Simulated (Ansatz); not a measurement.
We consider La2CuSbS5 (Ima2, No. 46; cell taken from a computed entry), described by LDA (Ansatz, a first-principles code, PAW).

Settings: plane-wave cutoff 520 eV, 6×6×6 k mesh, Fermi–Dirac smearing 0.01 eV, no spin polarisation, scalar-relativistic PAW data made under PBE.

Cell (relaxed with PBEsol):

```
CELL_PARAMETERS angstrom
     -6.55902     3.72724     3.78099
      6.55902    -3.72724     3.78099
      6.55902     3.72724    -3.78099
ATOMIC_POSITIONS crystal
  La 0.28070 0.78070 0.50000
  La 0.28070 0.28070 0.00000
  La 0.53292 0.91739 0.11552
  La 0.80187 0.41739 0.88448
  Cu 0.81296 0.31296 0.50000
  Cu 0.81296 0.81296 0.00000
  Sb 0.16493 0.24227 0.42266
  Sb 0.81960 0.74227 0.57734
  S  0.45357 0.21413 0.43912
  S  0.77501 0.01445 0.56088
  S  0.45357 0.51445 0.73943
  S  0.77501 0.71413 0.26057
  S  0.78193 0.35295 0.21779
  S  0.13516 0.56414 0.78221
  S  0.78193 0.06414 0.92898
  S  0.13516 0.85295 0.07102
  S  0.29687 0.53569 0.26118
  S  0.27451 0.03569 0.73882
```

Predict the band gap, smallest direct gap on the k points sampled and Γ–Γ gap.


band gap: 1.32 eV
smallest direct gap on the k points sampled: 1.46 eV
Γ–Γ gap: 1.56 eV

Note: cell and atoms aren't relaxed at this level (largest force component 0.09 eV/Å, pressure -2.1 GPa); this cell isn't known to be the ambient phase, and symmetry holds it in the calculation.

Spin–orbit coupling is not included.
